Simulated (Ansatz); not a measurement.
## Sn on the 1x1 (110) surface of bcc Mo, one in a 3x3 cell, started at the site 'hollow Mo-Mo-Mo'

Calculation: PBE (plane waves to 420 eV, PAW; Ansatz, an electronic-structure program).

Model: 37-atom slab, 6.5 Å thick at the start under the adsorbate (thin: gaps and levels are the slab's own), 4x4x1 mesh, Fermi-Dirac 0.1 eV, dipole correction, 18 atoms held, the rest relaxed; held to the start's symmetry, so lower structures may exist; no spin, no spin-orbit, no U, no dispersion correction. At the end it is bonded to 4 Mo. In PBE it is, or lies within 0.03 eV of, the lowest of the starts that converged.

```yaml
adsorption_energy_against_an_atom_of_beta_tin: -1.15 eV
work_function_of_the_top_face: 4.56 eV
change_of_the_work_function: -0.034 eV
change_of_the_step_from_the_bottom_to_the_top_vacuum_level_against_the_clean_slab: -0.005 eV
energy_released_by_relaxation: 0.35 eV
height of the binding atom over the mean of the host atoms within 0.3 Å of the top one: 2.207 Å
nearest_host_atoms_of_the_binding_atom: Mo at 2.77 Å, Mo at 2.77 Å, Mo at 3.09 Å
largest_move_of_a_host_atom: 0.07 Å
note: in the relaxation the adsorbate left its starting site by 0.6 Å
cost: very roughly 40 core-minutes
```

A negative adsorption energy means that the adsorbate is more stable on the surface than in its reference.
